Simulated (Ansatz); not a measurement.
System: cubic perovskite SrZrO₃ (cubic high-temperature phase). Method: LDA (PAW; Ansatz, a quantum-chemistry and plane-wave program).

Run with plane-wave cutoff 520 eV, 8×8×8 k mesh, Fermi–Dirac smearing 0.01 eV, scalar-relativistic PAW data made under PBE.

Cell (relaxed at this level):

```yaml
crystal:
  lattice:
    - [4.09580, 0.00000, 0.00000]
    - [0.00000, 4.09580, 0.00000]
    - [0.00000, 0.00000, 4.09580]
  atoms:
    - { symbol: Sr, position: [0.50000, 0.50000, 0.50000] }
    - { symbol: Zr, position: [0.00000, 0.00000, 0.00000] }
    - { symbol: O, position: [0.50000, 0.00000, 0.00000] }
    - { symbol: O, position: [0.00000, 0.50000, 0.00000] }
    - { symbol: O, position: [0.00000, 0.00000, 0.50000] }
```

Predict the band gap and bulk modulus.


- band gap: 3.32 eV (on the SCF k mesh)
- bulk modulus: 177 GPa

Note: the relaxation could not lower the start's symmetry, so the cell can be a saddle point above a distorted one; the bulk modulus is −V dP/dV from two relaxed cells at ±2 % in volume.

Spin–orbit coupling is not included.

The computed numbers hold no vibrational or temperature effects.

It cost around 15 core-seconds (rough) of CPU time.
